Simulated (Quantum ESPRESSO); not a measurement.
Equation of state of zinc-blende BAs (space group 216): energy against volume (Quantum ESPRESSO, PBE)

```
CELL_PARAMETERS angstrom
      0.00000     2.34750     2.34750
      2.34750     0.00000     2.34750
      2.34750     2.34750     0.00000
ATOMIC_POSITIONS crystal
  B  0.00000 0.00000 0.00000
  As 0.75000 0.75000 0.75000
```

Method: PBE, GBRV 1.5 ultrasoft (PBE) pseudopotentials (plane waves; Quantum ESPRESSO 7.5). Settings: ecutwfc = 52 Ry; ecutrho = 260 Ry; occupations = smearing; smearing = fd; degauss = 0.000734986 Ry; potentials = {B: b_pbe_v1.4.uspp.F.UPF, As: as_pbe_v1.uspp.F.UPF}; K_POINTS = automatic 12 12 12 0 0 0; conv_thr = 1e-10 Ry. The cell above is the first row's. The rows scale it uniformly. In all rows fractional positions and the k mesh are held. E is the free energy at the stated smearing, counted from the lowest row.

| V (Å^3/atom) | E (meV/atom) |
|---|---|
| 12.937 | ? |
| 13.218 | 19.34 |
| 13.499 | 7.49 |
| 13.780 | 1.23 |
| 14.061 | 0.00 |
| 14.343 | 3.31 |
| 14.624 | 10.70 |
| 14.905 | 21.78 |
| 15.186 | 36.17 |

Task: Fit E against V with the third-order Birch-Murnaghan form, a cubic in V^(-2/3), and predict the withheld value at V = 12.937.

Result: With u = V^(-2/3) - 0.171, the rows have u = 0.007878, 0.005387, 0.002980, 0.000655, -0.001603, -0.003780, -0.005888, -0.007931. Least squares gives E = 0.500 - 1055.69·u + 435772·u² + 225374·u³. Residuals (row less fit): 0.001, -0.004, 0.000, 0.004, -0.001, -0.005, 0.003, -0.001; standard error 0.004 (degrees of freedom: 4). Its minimum lies at u = 0.001210, so V0 = (0.172210)^(-3/2) = 13.99. There d²E/du² = 873200 and d³E/du³ = 1352000, so B0 = (4/9) × 13.99^(-7/3) × 873200 × 0.160218 = 132 GPa (the last factor turns the table's units into GPa), and B0' = 4 + (2/3) × 0.172210 × (1352000)/873200 = 4.2. The program's pressures in the fitted runs (not shown) pass through zero at V = 13.99, 0.06 % from this V0. At the withheld row, u = 0.010459, so E = 0.500 - 1055.69 × 0.010459 + 435772 × 0.010459² + 225374 × 0.010459³ = 37.386 meV/atom. The calculation gives 37.39 meV/atom, which the fit meets to the printed digits. The row lies outside the fitted rows, so this is an extrapolation. From the scatter of the fitted rows alone, a prediction at this place has a standard error of 0.012 meV/atom, so the miss is 0.3 times that.

Carrying the step between the two nearest rows on in a straight line would have given 31.19, off by 6.20; series whose last step already gives the withheld value aren't shown. The scan was laid around a cell of about the measured size, scaled by a guess for this functional. The runs keep the symmetry of the cell, so they don't test it for distortions. Cutoffs and mesh are single choices, not tested for convergence of this quantity. Series with a scatter that would blur these digits, or in which a gap closes, are not shown. Nor are scans whose minimum lies at an end fitted in this form.
